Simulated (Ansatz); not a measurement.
For Zr2O (model structure, started from the Hf2S type, P6₃/mmc, No. 194, 6 atoms in the cell), PBEsol (PAW; Ansatz, a quantum-chemistry and plane-wave program) gives:

```
Property                  Result
------------------  ------------
lattice constant a       3.174 Å
c axis length           10.914 Å
bulk modulus             166 GPa
cohesive energy     7.32 eV/atom
```

**Question.** What does r²SCAN in Ansatz (plane waves, PAW) give for the same quantities?

**Answer.** 
- lattice constant a: 3.198 Å (goes up by 0.8 %)
- lattice parameter c: 11.011 Å (goes up by 0.9 %)
- bulk modulus: 164 GPa (is nearly the same)
- cohesive energy: 6.50 eV/atom (decreases by 0.82 eV/atom)

Changes are worked out from the printed values.

Unless a cell is named, each level is at its own relaxed cell (PBEsol 15.87, r²SCAN 16.26 Å³/atom).

Caveats: the bulk modulus is −V dP/dV from two relaxed cells at ±2 % in volume (PBEsol, r²SCAN). Ansatz's density-functional and Hartree–Fock values are scalar-relativistic unless marked +SOC, with PAW data made under PBE.

A model structure was made by putting elements into a prototype or built by hand; it is no filed structure, need not be a known phase, and can be a saddle point held by its symmetry.
